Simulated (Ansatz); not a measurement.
Ge₃N₄ (P6₃/m, No. 176; cell taken from a computed entry) was calculated with LDA (Ansatz, a first-principles code, plane waves, PAW).

Run with plane-wave cutoff 500 eV, 6×6×12 k mesh (along the axes of the cell as run), gaussian smearing 0.02 eV, scalar-relativistic PAW data made under PBE.

Cell (relaxed at this level):

```yaml
crystal:
  lattice:
    - [7.99165, 0.00000, 0.00000]
    - [-3.99582, 6.92097, 0.00000]
    - [0.00000, 0.00000, 3.05953]
  atoms:
    - { symbol: Ge, position: [0.83083, 0.23745, 0.75000] }
    - { symbol: Ge, position: [0.16917, 0.76255, 0.25000] }
    - { symbol: Ge, position: [0.59338, 0.83083, 0.25000] }
    - { symbol: Ge, position: [0.40662, 0.16917, 0.75000] }
    - { symbol: Ge, position: [0.76255, 0.59338, 0.75000] }
    - { symbol: Ge, position: [0.23745, 0.40662, 0.25000] }
    - { symbol: N, position: [0.66667, 0.33333, 0.75000] }
    - { symbol: N, position: [0.33333, 0.66667, 0.25000] }
    - { symbol: N, position: [0.66955, 0.97450, 0.75000] }
    - { symbol: N, position: [0.33045, 0.02550, 0.25000] }
    - { symbol: N, position: [0.69505, 0.66955, 0.25000] }
    - { symbol: N, position: [0.30495, 0.33045, 0.75000] }
    - { symbol: N, position: [0.02550, 0.69505, 0.75000] }
    - { symbol: N, position: [0.97450, 0.30495, 0.25000] }
```

Question: What does this level give for the band gap?

Answer: 
- band gap = 2.38 eV (on the SCF k mesh)

Note: the relaxation could not lower the start's symmetry, so the cell can be a saddle point above a distorted one.

Spin–orbit coupling is not included.
